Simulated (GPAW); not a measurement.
Input and output of a self-consistent single point for Mn2Ge (P6_3/mmc, 6 atoms in the cell) (GPAW).

Level of theory: LDA (Perdew-Wang 92), GPAW PAW datasets LDA (gpaw-data 1.0.1) (plane waves; GPAW).

```
Mn2Ge
1.0
    4.14495     0.00000     0.00000
   -2.07248     3.58963     0.00000
    0.00000     0.00000     5.05503
Mn Ge
4 2
Cartesian
  0.00000   0.00000   2.52751
  0.00000   0.00000   0.00000
  2.07248   1.19654   1.26376
  0.00000   2.39309   3.79127
  2.07248   1.19654   3.79127
  0.00000   2.39309   1.26376
```
Moments meant for the start (each program seeds them in its own way; μB, in the order of the atoms Mn Mn Mn Mn Ge Ge): 4.0 4.0 4.0 4.0 0.0 0.0.

Reference input (self-consistent single point, DFT LDA (Perdew-Wang 92), plane waves, GPAW PAW datasets LDA (gpaw-data 1.0.1)): spinpol = true; mode = pw; ecut = 850 eV; xc = LDA; kpts = 5 5 3; mesh shift (steps) = 0 0 0; occupations.name = methfessel-paxton; occupations.width = 0.05 eV; occupations.order = 0; nbands = -12; symmetry.symmorphic = false; symmetry.tolerance = 0.0005. This run's input differs from it in these lines:

```diff
@@ -21,3 +21,3 @@
             xc='LDA',
-            kpts=(5, 5, 3),
+            kpts=(1, 1, 1),
             occupations={'name': 'methfessel-paxton', 'width': 0.05, 'order': 0},
```

Output, abridged:

```
     iter     time        total  log10-change:  magmom
                         energy   eigst   dens
iter:   1 --:--:--   -48.290576                   +16.0294
iter:   2 --:--:--   -49.590381   -0.45  -1.42    +11.8088
iter:   3 --:--:--   -49.831685   -1.39  -1.45    +7.4915
iter:   4 --:--:--   -49.586422   -1.30  -1.50    +8.0974
iter:   5 --:--:--   -50.098034   -1.39  -1.67    +7.2374
   [... 2 lines left out ...]
iter:   8 --:--:--   -48.612107   -1.42  -1.45    +4.0914
iter:   9 --:--:--   -48.632971   -2.47  -2.07    +4.4150
iter:  10 --:--:--   -48.592620   -3.56  -2.26    +3.8503
   [... lines left out ...]
iter: 150 --:--:--   -48.911056c  -4.33  -2.28    +8.0878

Did not converge!

Here are some tips:

1) Make sure the geometry and spin-state is physically sound.
2) Use less aggressive density mixing.
3) Solve the eigenvalue problem more accurately at each scf-step.
4) Use a smoother distribution function for the occupation numbers.
5) Try adding more empty states.
6) Use enough k-points.
7) Don't let your structure optimization algorithm take too large steps.
8) Solve the Poisson equation more accurately.
9) Better initial guess for the wave functions.

See details here:

    https://gpaw.readthedocs.io/documentation/convergence.html
Traceback (most recent call last):
   [... frames left out ...]
gpaw.KohnShamConvergenceError: Did not converge!  See text output for help.
```

The run ended unconverged after 150 iterations. 

The starting cell comes from a database of computed structures (which also holds hypothetical and non-ambient phases and stackings), without a prior relaxation at this level. Its lattice was rescaled by a random factor within 2.5 % of one.

Cost on one core of a shared machine: roughly 90 s.
